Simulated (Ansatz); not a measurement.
Take HgS (space group P3_221, No. 154; made of chains) as the base.

```
HgS
1.0
    4.46492     0.00000     0.00000
   -2.23246     3.86673     0.00000
    0.00000     0.00000     9.75823
Hg S
3 3
Direct
  0.76921   0.00000   0.66667
  0.00000   0.76921   0.33333
  0.23079   0.23079   0.00000
  0.44688   0.00000   0.16667
  0.00000   0.44688   0.83333
  0.55312   0.55312   0.50000
```

Levels (all Ansatz, a program for electronic structure, PAW): PBE (420 eV, without spin-orbit coupling); PBEsol (420 eV, no spin-orbit coupling).

Levels that relaxed their own cell: PBE and PBEsol.

```csv
level,lattice parameter a,lattice parameter c
PBE,4.465 Å,9.758 Å
PBEsol,4.139 Å,9.408 Å
```

Measured: lattice parameter a 4.145 Å (temperature not stated; as listed in P. Auvray and F. Genet, Bulletin de la Societe Francaise de Mineralogie et de Cristallographie 96, 218 (1973)); lattice parameter c 9.496 Å (temperature not stated; as listed in P. Auvray and F. Genet, Bulletin de la Societe Francaise de Mineralogie et de Cristallographie 96, 218 (1973)).

Computed minus measured — lattice parameter a: PBE +7.7 %, PBEsol -0.2 % (closest: PBEsol); lattice parameter c: PBE +2.8 %, PBEsol -0.9 % (closest: PBEsol). Measured values not marked as corrected hold thermal and zero-point effects that the static-lattice runs lack. A miss this large can also come from another phase or magnetic state, or from a fault of the measured value.

Whether these cells are dynamically stable was not tested. No dispersion term is included, though the crystal is made of layers, chains or molecules, so its spacings can come out too wide.
